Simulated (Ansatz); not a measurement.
# Response to strain in Ir

The reference is Ir in the fcc (Cu type) structure (space group Fm-3m, No. 225; relaxed with 0.1 eV smearing).

```xyz
1
Lattice="0.0000 1.9155 1.9155 1.9155 0.0000 1.9155 1.9155 1.9155 0.0000" Properties=species:S:1:pos:R:3 pbc="T T T"
Ir     0.0000     0.0000     0.0000
```

Strains are applied to the cell and any free atomic positions relax.

Level of theory: PBEsol in Ansatz (plane waves to 420 eV, PAW, without spin-orbit coupling).

Candidates:
(a) isotropic strain +1.50 %
(b) isotropic strain −0.50 %
(c) isotropic strain −2.00 %
(d) isotropic strain +2.50 %

Notes on the quantities. energy relative to the base: free energy F.

### Question
Order them by energy relative to the base, lowest first.

### Answer
(b) isotropic strain −0.50 % (+3.9 meV/atom), (a) isotropic strain +1.50 % (+32 meV/atom), (c) isotropic strain −2.00 % (+66 meV/atom), (d) isotropic strain +2.50 % (+86 meV/atom)

Whether these cells are dynamically stable was not tested. The final runs are not spin-polarised.

Ansatz is a quantum-chemistry and plane-wave program.
